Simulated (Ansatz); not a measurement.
**(8,8) WS2 nanotube**

Levels: PBE (plane waves to 420 eV, PAW; Ansatz, a first-principles code); PBE with spin-orbit coupling in Ansatz; r2SCAN (plane waves to 500 eV, PAW; Ansatz). Unmarked values and the geometry are of the first. Mesh 1×1×10. No spin polarisation, so a magnetic state wasn't tested. Periodic along z alone, with about 11 Å of vacuum beside it. An idealised model, rolled from the flat sheet. Symmetry and one short period hold its shape; lower forms weren't sought. Values not marked SOC lack spin–orbit coupling. Buckling under compression is shut out by symmetry and the short period.

- period along the axis (48 atoms): 3.209 Å
- mean diameter: 14.87 Å
- radii of the innermost and outermost atoms: 5.90 and 8.94 Å
- energy over the flat sheet: +270 meV/atom
- PBE gap: 0.81 eV, indirect, from k = 0.115 × 2π/c to k = 0.323 × 2π/c
- electron mass along the axis (PBE): 0.35 mₑ
- hole mass along the axis (PBE): 1.1 mₑ
- valence and conduction edges under the vacuum level (PBE): 5.38 and 4.57 eV
- PBE+SOC gap at this geometry: 0.76 eV
- r2SCAN gap at this geometry: 0.87 eV
- axial stiffness dF/dε: 531 nN

```yaml
crystal:
  lattice:
    - [28.00000, 0.00000, 0.00000]
    - [0.00000, 28.00000, 0.00000]
    - [0.00000, 0.00000, 3.20914]
  atoms:
    - { symbol: W, position: [0.76422, 0.53440, 0.50000] }
    - { symbol: S, position: [0.70413, 0.55239, 0.00000] }
    - { symbol: S, position: [0.80794, 0.58421, 0.00000] }
    - { symbol: S, position: [0.66854, 0.62652, 0.50000] }
    - { symbol: W, position: [0.73094, 0.63289, 0.00000] }
    - { symbol: S, position: [0.75228, 0.69564, 0.50000] }
    - { symbol: W, position: [0.66251, 0.71115, 0.50000] }
    - { symbol: S, position: [0.60729, 0.68138, 0.00000] }
    - { symbol: S, position: [0.65820, 0.77730, 0.00000] }
    - { symbol: S, position: [0.52971, 0.70864, 0.50000] }
    - { symbol: W, position: [0.56933, 0.75727, 0.00000] }
    - { symbol: S, position: [0.54005, 0.81673, 0.50000] }
    - { symbol: W, position: [0.46560, 0.76422, 0.50000] }
    - { symbol: S, position: [0.44761, 0.70413, 0.00000] }
    - { symbol: S, position: [0.41579, 0.80794, 0.00000] }
    - { symbol: S, position: [0.37348, 0.66854, 0.50000] }
    - { symbol: W, position: [0.36711, 0.73094, 0.00000] }
    - { symbol: S, position: [0.30436, 0.75228, 0.50000] }
    - { symbol: W, position: [0.28885, 0.66251, 0.50000] }
    - { symbol: S, position: [0.31862, 0.60729, 0.00000] }
    - { symbol: S, position: [0.22270, 0.65820, 0.00000] }
    - { symbol: S, position: [0.29136, 0.52971, 0.50000] }
    - { symbol: W, position: [0.24273, 0.56933, 0.00000] }
    - { symbol: S, position: [0.18327, 0.54005, 0.50000] }
    - { symbol: W, position: [0.23578, 0.46560, 0.50000] }
    - { symbol: S, position: [0.29587, 0.44761, 0.00000] }
    - { symbol: S, position: [0.19206, 0.41579, 0.00000] }
    - { symbol: S, position: [0.33146, 0.37348, 0.50000] }
    - { symbol: W, position: [0.26906, 0.36711, 0.00000] }
    - { symbol: S, position: [0.24772, 0.30436, 0.50000] }
    - { symbol: W, position: [0.33749, 0.28885, 0.50000] }
    - { symbol: S, position: [0.39271, 0.31862, 0.00000] }
    - { symbol: S, position: [0.34180, 0.22270, 0.00000] }
    - { symbol: S, position: [0.47029, 0.29136, 0.50000] }
    - { symbol: W, position: [0.43067, 0.24273, 0.00000] }
    - { symbol: S, position: [0.45995, 0.18327, 0.50000] }
    - { symbol: W, position: [0.53440, 0.23578, 0.50000] }
    - { symbol: S, position: [0.55239, 0.29587, 0.00000] }
    - { symbol: S, position: [0.58421, 0.19206, 0.00000] }
    - { symbol: S, position: [0.62652, 0.33146, 0.50000] }
    - { symbol: W, position: [0.63289, 0.26906, 0.00000] }
    - { symbol: S, position: [0.69564, 0.24772, 0.50000] }
    - { symbol: W, position: [0.71115, 0.33749, 0.50000] }
    - { symbol: S, position: [0.68138, 0.39271, 0.00000] }
    - { symbol: S, position: [0.77730, 0.34180, 0.00000] }
    - { symbol: S, position: [0.70864, 0.47029, 0.50000] }
    - { symbol: W, position: [0.75727, 0.43067, 0.00000] }
    - { symbol: S, position: [0.81673, 0.45995, 0.50000] }
```
